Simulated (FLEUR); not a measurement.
Troubleshooting FLEUR: a failed run on H2 (I4_1/amd, 2 atoms in the cell). The aim is a self-consistent single point with DFT, PBE, all-electron FLAPW (FLEUR), scalar-relativistic valence.

Cell that was meant: a = 2.1559 Å, b = 2.1559 Å, c = 2.1559 Å, α = 97.44°, β = 97.44°, γ = 137.81°.

Part of the input:

```xml
   </comment>
   <calculationSetup>
      <cutoffs Kmax="4.6" Gmax="18.4" GmaxXC="18.4" numbands="0"/>
      <scfLoop itmax="3" minDistance="0.00001" maxIterBroyd="15" imix="Anderson" alpha="0.05" precondParam="0.0" spinf="2.0"/>
      <coreElectrons ctail="T" frcor="F" kcrel="0" coretail_lmax="0"/>
      <xcFunctional name="pbe" relativisticCorrections="F"/>
      <magnetism jspins="1"/>
```

Log, with long lists cut:

```
 Iteration:     1   Distance:       1.36978638 me/bohr^3
 Iteration:     2   Distance:       1.30285962 me/bohr^3
 Iteration:     3   Distance:       0.02956497 me/bohr^3
 Run finished successfully
 Stop message:
   all done

[file out, last iteration]
             iter=      3
[...]
          total density-effective poten   -1.2655639562E+00
          total charge density-energy d   -6.6232936620E-01
 Updated energy parameters for spin:           1
[...]
 fermi energy and band-weighting factors:

[...]
FERMIE:
   [... lines left out ...]
          first approx. to ef    (T=0)  :   0.086368 htr   (energy of the highest occ. eigenvalue)
FERHIS:  Fermi-Energy by histogram:
          bandgap                     :   0.001516 htr
          charge neutrality (T=0)     :   0.002441    (zero if the highest occ. eigenvalue is "entirely" occupied)
     EF_NEWTON:  Adjust Fermi-Energy by Newton-Method.
   [... lines left out ...]
          charge density-ex.-corr.energ       -0.6623293662
 ---->    total energy=                       -1.0801691478 htr
 ---->    (input%tkb*entropy) TS=              0.0003285770 htr
 ---->    free energy=                        -1.0804977248 htr
      extrapolation for T->0
 ---->    total electron energy=              -1.0803334363 htr
 ***** TOTAL FORCES ON ATOMS *****
 TOTAL FORCE FOR ATOM TYPE=  1  X=  1.344   Y=  0.000   Z= -0.367
                       FX_TOT= 0.000000 FY_TOT= 0.000000 FZ_TOT= 0.000000
No new postions, force convergence required= 0.00001; max force distance= 0.00000
---->    distance of charge densities for spin  1                 it=    3:     0.029565 me/bohr**3
GENERALIZED ANDERSON MIXING: alpha=   0.05000 History-length=2
     ******* it=  3  is completed********
```

Task: What caused this, and what should be changed?

Result: The fault is an iteration limit that is too low. The loop is cut before its threshold is met, so whatever is printed at the end is not self-consistent. To fix it, raise the limit, or leave it to the default. The run ended unconverged after 3 iterations.

The sound input it was made from differs as follows (other fixes are possible):
```diff
-      <scfLoop itmax="3" minDistance="0.00001" maxIterBroyd="15" imix="Anderson" alpha="0.05" precondParam="0.0" spinf="2.0"/>
+      <scfLoop itmax="80" minDistance="0.00001" maxIterBroyd="15" imix="Anderson" alpha="0.05" precondParam="0.0" spinf="2.0"/>
```

With that input, the run converged in 7 iterations: free energy E − TS -29.4018 eV; Fermi level (on the code's own zero) 2.41 eV (DFT, PBE, all-electron FLAPW (FLEUR), scalar-relativistic valence).

On the sound input: the starting cell was generated: these elements placed on a structure prototype, without a prior relaxation; it need not be a known phase or ordering of this composition. Its lattice was rescaled by a random factor within 2.5 % of one. Values depend on the basis (sphere radii, cutoffs, local orbitals), which need not be converged. The log's line on a gap gives a spacing of levels on this mesh, which the program prints for metals too.
